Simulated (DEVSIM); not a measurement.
System: abrupt Ge n-p junction, at 300 K.

Layer 1 from the left is Ge, thickness (μm) 2.10, Nd (cm⁻³) 2.4e16, τn (s) 1.4e-6, τp (s) 1.4e-6. Layer 2 from the left is Ge, thickness (μm) 0.760, Na (cm⁻³) 1.5e16, τn (s) 1.4e-6, τp (s) 1.4e-6.

Left contact: ohmic. Right contact: ohmic. Voltage is applied to the left contact. Recombination: SRH at mid-gap, radiative, Auger. Mobility is constant in doping.

The device is made up for the run: typed textbook-type constants, with dimensions and the other settings drawn at random. Values at 300 K.

Ge: gap (eV) 0.664, affinity (eV) 4, permittivity 16, Nc (cm⁻³) 1.04e19, Nv (cm⁻³) 6e18, μn (cm²/Vs) 3900, μp (cm²/Vs) 1900, B (cm³/s) 6.4e-14, Cn (cm⁶/s) 1e-31, Cp (cm⁶/s) 1e-31.

Model (solved in DEVSIM): 1D drift-diffusion, Boltzmann statistics, complete ionisation; no tunnelling, impact ionisation, image-force lowering or self-heating.

Question: What does the simulation give for the dark forward voltage at 1 A/cm², the potential step across the device at zero bias?

Answer: dark forward voltage at 1 A/cm² 0.125 V; potential step across the device at zero bias 0.352 V.
